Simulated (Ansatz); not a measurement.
# Carrier properties of CdTe (F-43m)

```
CELL_PARAMETERS angstrom
      0.00000     3.24465     3.24465
      3.24465     0.00000     3.24465
      3.24465     3.24465     0.00000
ATOMIC_POSITIONS crystal
  Cd 0.00000 0.00000 0.00000
  Te 0.25000 0.25000 0.25000
```

The numbers are results of r2SCAN with spin-orbit coupling, rigid bands (plane waves, PAW; Ansatz, a program for electronic structure), not measurements. Cell: cell and atoms relaxed with PBEsol.

```json
{
  "band_gap": "1.01 eV",
  "electron conductivity mass (300 K, dilute)": "0.099 mₑ",
  "hole conductivity mass (300 K, dilute)": "0.54 mₑ",
  "effective density of states N_c (300 K)": "7.5e17 cm⁻³",
  "effective density of states N_v (300 K)": "1.9e19 cm⁻³",
  "density_of_states_mass_electrons": "0.096 mₑ",
  "density_of_states_mass_holes": "0.82 mₑ",
  "Seebeck coefficient, n-type 1e19 cm⁻³, 300 K": "-64 μV/K",
  "Seebeck coefficient, p-type 1e19 cm⁻³, 300 K": "272 μV/K",
  "best p-type power factor at 300 K for τ = 10 fs (best axis; densities from 1e16 to 1e21 cm⁻³ tried, whether or not they can be reached)": "5.6 μW/(cm·K²) at 1e20 cm⁻³"
}
```

Rigid bands; masses and Seebeck coefficients take one relaxation time τ for all states and one kind of carrier; polarons and phonon drag are left out. Geometry: cell and atoms relaxed with PBEsol.
